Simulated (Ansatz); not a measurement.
# AlV₂C (space group P6_3/mmc, No. 194)

```xyz
8
Lattice="2.8777 0.0000 0.0000 -1.4388 2.4921 0.0000 0.0000 0.0000 13.0252" Properties=species:S:1:pos:R:3 pbc="T T T"
Al     0.0000     1.6614     9.7689
Al     1.4388     0.8307     3.2563
V      0.0000     1.6614     1.1105
V      1.4388     0.8307     7.6231
V      1.4388     0.8307    11.9147
V      0.0000     1.6614     5.4021
C      0.0000     0.0000     0.0000
C      0.0000     0.0000     6.5126
```

Level of theory: PBEsol/PAW in Ansatz (a quantum-chemistry and plane-wave program), no spin-orbit coupling. Γ-centred 19×19×4 mesh, Fermi–Dirac width 0.05 eV.

| Quantity | Value |
|---|---|
| Volume per atom | 11.68 Å³ |
| Density | 5.01 g/cm³ |
| Band gap | zero |
| Total energy | -1636.028 eV/atom (σ→0; compares only within this code and set-up) |

No phonon test of stability was made. Starting moments died away, wholly or in part, for the base; another magnetic solution may exist. The final runs are not spin-polarised.
